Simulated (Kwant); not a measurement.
Device: six-terminal Hall bar in a In0.53Ga0.47As two-dimensional gas. Effective mass 0.041 mₑ, grid spacing 7.7 nm, hard walls, nominal width 200 nm (25 grid rows, so walls 200.2 nm apart), one parabolic valley, scattering region 520 nm long along x; energies count from the band bottom; Fermi energy swept from 0.0017375 to 0.0139 eV. Four side probes 100 nm wide, two on each edge; current runs along x; the sign of the Hall resistance is a convention. Perpendicular field 1.3 T, also in the leads; orbital effect alone.

The device is made up for the run: typed textbook-type constants, with dimensions and the other settings drawn at random.

Model: effective-mass tight-binding model on a square grid, one spin, coherent transport at 0 K (Kwant). Resistances are in h/e².

**Question.** How many Landau levels lie under the Fermi energy, and what Hall resistance follows, at 3.39 meV and 1.30 T; 4.42 meV and 1.30 T; 6.48 meV and 1.30 T; 10.6 meV and 1.30 T?

**Answer.** ħωc = ħeB/m = 2.82 meV a tesla; levels lie at (n + ½)ħωc. E/ħωc = 0.92 gives 1 level and h/(1e²) = 1.000; simulated 1.000. E/ħωc = 1.20 gives 1 level and h/(1e²) = 1.000; simulated 1.000. E/ħωc = 1.77 gives 2 levels and h/(2e²) = 0.500; simulated 0.500. E/ħωc = 2.89 gives 3 levels and h/(3e²) = 0.333; simulated 0.333.
